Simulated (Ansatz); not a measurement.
The starting structures come from a database of crystals and need not be the phases stable at ambient conditions.

Tunnelling through a barrier is set by its complex band structure: the current falls as exp(−2κd) with the smallest κ.

Given:

```yaml
crystal:
  lattice:
    - [7.44179, 0.00000, 0.00000]
    - [2.48060, 9.93508, 0.00000]
    - [3.72090, 0.00000, 2.14826]
  atoms:
    - { symbol: Bi, position: [0.39484, 0.81549, 0.00000] }
    - { symbol: Bi, position: [0.60516, 0.18451, 0.00000] }
    - { symbol: Te, position: [0.78771, 0.63687, 0.00000] }
    - { symbol: Te, position: [0.21229, 0.36313, 0.00000] }
    - { symbol: Se, position: [0.00000, 0.00000, 0.00000] }
```

Space group of this cell: R-3m. The cell was relaxed by PBE-D3(BJ); by r2SCAN its mean pressure is 1.5 GPa.

Transport runs along the normal of the first two printed cell vectors, the (110) plane of the conventional cell.

No gap correction and no spin-orbit coupling; mid-gap values are interpolated between computed energies.

**Question.** Estimate the band gap and the smallest decay constant κ at mid-gap that r2SCAN in Ansatz (a program for electronic structure) returns for this system.

**Answer.** Gap 0.31 eV on a 14×14×14 mesh; κ = 0.047 1/Å, at the zone centre.
